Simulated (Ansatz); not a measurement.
The parent structure is BeS in the zinc blende structure (space group F-43m, No. 216; a = 4.869 Å).

Calculations: r2SCAN in Ansatz (plane waves to 500 eV, PAW, no spin-orbit coupling).

Before the change:

The gap between the host's bands is 3.59 eV and the gap character is indirect, Γ → X.

Modification: electron doping at 1.5×10^21 cm⁻³ (0.0433 per cell), with a uniform compensating background at fixed cell and a 300 K Fermi–Dirac width.

Problem. How does this affect the gap between the host's bands, Fermi level from band edge and gap character?

Solution. The gap between the host's bands shrinks by 0.02 eV, from 3.59 eV to 3.57 eV; the Fermi level relative to the doped band's edge (positive inside the band; to 0.05 eV) is +0.50 eV; the gap character stays indirect, Γ → X.

Charged cell with a jellium background: band edges are those of the host's band count, energies are not comparable with the neutral cell, and many-body gap narrowing is missing. Gaps are read on the SCF mesh and a high-symmetry path. Stability against distortions was not tested.

Ansatz is a program for electronic structure.
